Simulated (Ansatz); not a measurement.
System: cubic perovskite CsCdF₃. Method: rVV10 in Ansatz (plane waves, PAW).

Settings: plane-wave cutoff 520 eV, 8×8×8 k mesh, Fermi–Dirac smearing 0.01 eV, scalar-relativistic PAW data made under PBE.

The volume scan:

```json
[
 {"V (Å³/atom)": "17.270", "E − E_lowest (meV/atom)": "14.53"},
 {"V (Å³/atom)": "17.637", "E − E_lowest (meV/atom)": "6.19"},
 {"V (Å³/atom)": "18.004", "E − E_lowest (meV/atom)": "1.48"},
 {"V (Å³/atom)": "18.372", "E − E_lowest (meV/atom)": "0.00"},
 {"V (Å³/atom)": "18.739", "E − E_lowest (meV/atom)": "1.38"},
 {"V (Å³/atom)": "19.107", "E − E_lowest (meV/atom)": "5.31"},
 {"V (Å³/atom)": "19.474", "E − E_lowest (meV/atom)": "11.49"}
]
```

Problem. Fit the third-order Birch–Murnaghan equation and give B0 and B′.

Solution. V0 = 18.371 Å³/atom, B0 = 62.4 GPa, B′ = 5.0 (fit to the energies at full precision).

Note: the relaxation could not lower the start's symmetry, so the cell can be a saddle point above a distorted one.

Spin–orbit coupling is not included.

The computed numbers hold no vibrational or temperature effects.

Cost on a shared machine: roughly 2.8 core-minutes.

Ansatz is an electronic-structure program.
